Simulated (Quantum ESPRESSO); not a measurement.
**Equation of state of TiO2 (space group 141): energy against volume (Quantum ESPRESSO, PBEsol)**

```yaml
crystal:
  lattice:
    - [-1.83755, 1.83755, 4.61694]
    - [1.83755, -1.83755, 4.61694]
    - [1.83755, 1.83755, -4.61694]
  atoms:
    - { symbol: Ti, position: [0.75000, 0.25000, 0.50000] }
    - { symbol: Ti, position: [0.00000, 0.00000, 0.00000] }
    - { symbol: O, position: [0.54200, 0.04200, 0.50000] }
    - { symbol: O, position: [0.79200, 0.79200, 0.00000] }
    - { symbol: O, position: [0.20800, 0.20800, 0.00000] }
    - { symbol: O, position: [0.95800, 0.45800, 0.50000] }
```

Computed with PBEsol, GBRV 1.5 ultrasoft (PBESOL) pseudopotentials (plane waves; Quantum ESPRESSO). Settings: ecutwfc = 65 Ry; ecutrho = 520 Ry; occupations = smearing; smearing = fermi-dirac; degauss = 0.000734986 Ry; potentials = {Ti: ti_pbesol_v1.4.uspp.F.UPF, O: o_pbesol_v1.2.uspp.F.UPF}; K_POINTS = automatic 12 12 12 0 0 0; conv_thr = 1e-10 Ry; mixing_beta = 0.5. The cell above is the first row's. The rows scale it uniformly. In all rows fractional positions and the k mesh are held. E is the free energy at the stated smearing, counted from the lowest row.

| V (Å^3/atom) | E (meV/atom) |
|---|---|
| 10.3930 | ? |
| 10.6190 | 33.89 |
| 10.8449 | 15.05 |
| 11.0708 | 4.01 |
| 11.2968 | 0.00 |
| 11.5227 | 2.31 |
| 11.7486 | 10.33 |
| 11.9746 | 23.48 |
| 12.2005 | 41.23 |

Task: Using the third-order Birch-Murnaghan form, a cubic in V^(-2/3), estimate the missing E at V = 10.3930 from the other rows, showing the fit.

Result: With u = V^(-2/3) - 0.198, the rows have u = 0.008988, 0.006103, 0.003317, 0.000623, -0.001981, -0.004502, -0.006945, -0.009310. Least squares gives E = 0.002 - 281.41·u + 448189·u² + 293233·u³. Residuals (row less fit): -0.002, 0.005, 0.000, -0.001, -0.006, 0.004, 0.004, -0.003; standard error 0.005 (degrees of freedom: 4). Its minimum lies at u = 0.000314, so V0 = (0.198314)^(-3/2) = 11.32. There d²E/du² = 896900 and d³E/du³ = 1759000, so B0 = (4/9) × 11.32^(-7/3) × 896900 × 0.160218 = 222 GPa (the last factor turns the table's units into GPa), and B0' = 4 + (2/3) × 0.198314 × (1759000)/896900 = 4.3. The program's pressures in the fitted runs (not shown) pass through zero at V = 11.32, 0.02 % from this V0. At the withheld row, u = 0.011977, so E = 0.002 - 281.41 × 0.011977 + 448189 × 0.011977² + 293233 × 0.011977³ = 61.427 meV/atom. The calculation gives 61.41 meV/atom, 0.017 meV/atom below the prediction (under 0.05 % of the range of E in the table). The row lies outside the fitted rows, so this is an extrapolation. From the scatter of the fitted rows alone, a prediction at this place has a standard error of 0.016 meV/atom, so the miss is 1.1 times that.

Carrying the step between the two nearest rows on in a straight line would have given 52.74, off by 8.67; series whose last step already gives the withheld value aren't shown. The scan was laid around a cell of about the measured size, scaled by a guess for this functional; axis ratios and inner coordinates come from that cell. This is a metastable polymorph. The runs keep the symmetry of the cell, so they don't test it for distortions. The shape of the cell and the inner coordinates aren't relaxed, so V0 and B0 belong to this uniform scaling; a relaxed crystal lies no higher in energy and is usually softer (forces reach 0.63 eV/Å in these rows). Cutoffs and mesh are single choices, not tested for convergence of this quantity. Series with a scatter that would blur these digits, or in which a gap closes, are not shown. Nor are scans whose minimum lies at an end fitted in this form.
